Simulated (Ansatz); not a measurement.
Input and output of a relaxation of the atoms for NiO (R3m, 4 atoms in the cell) (Ansatz, a first-principles code).

Computed with PBEsol, default PAW files made with PBE (plane waves; Ansatz).

The change in words: one atom moved by 0.15 angstrom; relax: default → atoms; relax.f_tol: default → 0.02 eV/Å. Reference geometry:
```
CELL_PARAMETERS angstrom
      4.15910     2.07955     2.07955
      2.07955     4.15910     2.07955
      2.07955     2.07955     4.15910
ATOMIC_POSITIONS crystal
  Ni 0.00000 0.00000 0.00000
  Ni 0.50000 0.50000 0.50000
  O  0.25000 0.25000 0.25000
  O  0.75000 0.75000 0.75000
```
Moments meant for the start (each program seeds them in its own way; μB, in the order of the atoms Ni Ni O O): 2.0 -2.0 0.0 0.0.

Reference input (self-consistent single point, DFT, PBEsol, plane waves, default PAW files made with PBE): basis.ecutwfc = 420 eV; kpoints.mp_grid.grid = 10 10 10; hamiltonian.xc = pbesol; hamiltonian.pseudopotentials = {kind: paw} (the program's default PAW files); magnetization.spin_polarized = true; scf.occupations.method = fermi_dirac; scf.occupations.width = 0.01 eV. This run's input differs from it in these lines:

```diff
@@ -6,3 +6,3 @@
   atoms:
-    - { symbol: Ni, position: [0.000000, 0.000000, 0.000000], spin: 2.0 }
+    - { symbol: Ni, position: [0.010411, 0.010411, 0.010411], spin: 2.0 }
     - { symbol: Ni, position: [0.500000, 0.500000, 0.500000], spin: -2.0 }
@@ -21,2 +21,4 @@
   occupations: { method: fermi_dirac, width: 0.01 eV }
+relax:
+  f_tol: 0.02
 output:
```

Output (repeated stretches shortened):

```
   [... SCF lines of the steps left out ...]
relax step   1: F+E_penalty+E_count = -12728.94851157 eV  Δ(F+E_penalty+E_count) = +0.000e0 eV  max|allowed force component| = 8.641e-1 eV/Å  Δτ_max = 0.0000 Å  (13 SCF iters, dr2 threshold 1.00e-5 eV, accepted)
relax step   2: F+E_penalty+E_count = -12729.00733071 eV  Δ(F+E_penalty+E_count) = -5.882e-2 eV  max|allowed force component| = 5.828e-1 eV/Å  Δτ_max = 0.0322 Å  (9 SCF iters, dr2 threshold 4.67e-5 eV, accepted)
relax step   3: F+E_penalty+E_count = -12729.05959837 eV  Δ(F+E_penalty+E_count) = -5.227e-2 eV  max|allowed force component| = 2.524e-3 eV/Å  Δτ_max = 0.0801 Å  (10 SCF iters, dr2 threshold 2.12e-5 eV, accepted)
relax step   4: F+E_penalty+E_count = -12729.05960401 eV  Δ(F+E_penalty+E_count) = -5.638e-6 eV  max|allowed force component| = 2.709e-3 eV/Å  Δτ_max = 0.0000 Å  (6 SCF iters, accepted)
the relaxation is at rest under the 6 symmetry operations that the run kept from its start: a minimum is not shown …
the relaxation's final electronic state is not compared with the one that a single-point calculation of its input finds at the relaxed geometry …
Magnetization: 0.0000 μB (24.0000 up, 24.0000 down)
Absolute magnetization: 2.8958 μB (∫|ρ↑−ρ↓|, with the PAW one-centre terms)
Spin contamination: 1.4209 ħ² per cell (⟨S²⟩ above its minimum at these occupations)
   [... lines left out ...]
Free energy (F): -12729.059604 eV
Fermi energy:    14.454150 eV
   [... lines left out ...]
  atoms:
    - { symbol: Ni, position: [0.0026216102679289203, 0.0026216102679289203, 0.0026216102679289203] }
    - { symbol: Ni, position: [0.5026367338588146, 0.5026367338588146, 0.5026367338588147] }
    - { symbol: O, position: [0.25257707315092165, 0.25257707315092165, 0.2525770731509216] }
    - { symbol: O, position: [0.7525755827223349, 0.7525755827223349, 0.7525755827223348] }
```

The run converged. 

Summary of the result:
- Free energy E − TS (on the zero of these files) = -12729.0596 eV
- Top of the valence band (on the code's own zero) = 14.08 eV
- Gap on the k-point mesh = 0.74 eV
- Pressure = -5.94 GPa
- Largest force (vector length) = 0.005 eV/Å
- Size of the cell's spin moment = 0.00 μB
- Relaxation steps = 4

The starting cell has typed, rounded lattice constants, without a prior relaxation at this level. Its lattice was rescaled by up to half a per cent. For this run, on top of that: one atom moved by 0.15 angstrom. The magnetic order is the one reached from the typed start; others were not searched systematically. The relaxation keeps the symmetry of its start, so its end need not be a minimum. Ansatz's pressure includes its estimate of the finite-basis (Pulay) stress. Without the estimate this run gives -6.71 GPa.

Cost on one core of a shared machine: roughly 70 s.

Keys are those of Ansatz 0.2.
